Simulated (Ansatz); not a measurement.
Start from Ag in the fcc (Cu type) structure (space group Fm-3m, No. 225; a = 4.104 Å; relaxed with 0.1 eV smearing). Axes: x, y, z lie along the cube axes.

Calculations: DFT with r2SCAN, PAW potentials and a 500 eV plane-wave cutoff in Ansatz (an electronic-structure program), no spin-orbit coupling.

Strains are applied to the cell and any free atomic positions relax; under biaxial strain the out-of-plane vector relaxes too.

One change was made to it. Results:

The pressure (mean of the normal stresses, compression positive) goes from zero to 3.6 GPa; the volume per atom drops by 0.487 Å³ to 16.80 Å³.

### Question
Which of these changes matches the shifts?
A) biaxial strain −1.67 %, plane normal [111], relaxed out of plane
B) biaxial strain −2.50 %, plane normal [111], relaxed out of plane
C) biaxial strain −0.42 %, plane normal [111], relaxed out of plane
D) biaxial strain −2.08 %, plane normal [111], relaxed out of plane
E) biaxial strain −0.83 %, plane normal [111], relaxed out of plane

### Answer
B, biaxial strain −2.50 %, plane normal [111], relaxed out of plane. For comparison, the pressure in the other runs: biaxial strain −2.08 %, plane normal [111], relaxed out of plane gives 2.9 GPa; biaxial strain −0.42 %, plane normal [111], relaxed out of plane gives 0.5 GPa; biaxial strain −1.67 %, plane normal [111], relaxed out of plane gives 2.2 GPa; biaxial strain −0.83 %, plane normal [111], relaxed out of plane gives 1.0 GPa.

Whether these cells are dynamically stable was not tested.
